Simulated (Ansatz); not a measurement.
Take WC (space group P-6m2, No. 187; relaxed with 0.1 eV smearing) as the base.

```yaml
crystal:
  lattice:
    - [2.91268, 0.00000, 0.00000]
    - [-1.45634, 2.52245, 0.00000]
    - [0.00000, 0.00000, 2.83536]
  atoms:
    - { symbol: W, position: [0.00000, 0.00000, 0.00000] }
    - { symbol: C, position: [0.66667, 0.33333, 0.50000] }
```

Cartesian axes are those of the cell as printed.

Calculations: Ansatz (a quantum-chemistry and plane-wave program), r2SCAN, PAW, cutoff 500 eV, without spin-orbit coupling.

For the base:

| Item | Result |
|---|---|
| Band gap | zero |
| Pressure | 0.0 GPa |
| Volume per atom | 10.42 Å³ |

Perturbation: biaxial strain +0.18 %, plane normal [001], relaxed out of plane (Cartesian); in-plane vectors clamped, the third vector and the atoms free.

**Question.** How does this affect the band gap?

**Answer.** The band gap remains zero.

**Question.** What does the calculation give for the pressure after the change?

**Answer.** The pressure (mean of the normal stresses, compression positive) goes from zero to -1.1 GPa.

**Question.** What does the calculation give for the volume per atom after the change?

**Answer.** The volume per atom rises by 0.03 Å³ to 10.45 Å³.

Whether these cells are dynamically stable was not tested. All final runs are without spin polarisation.
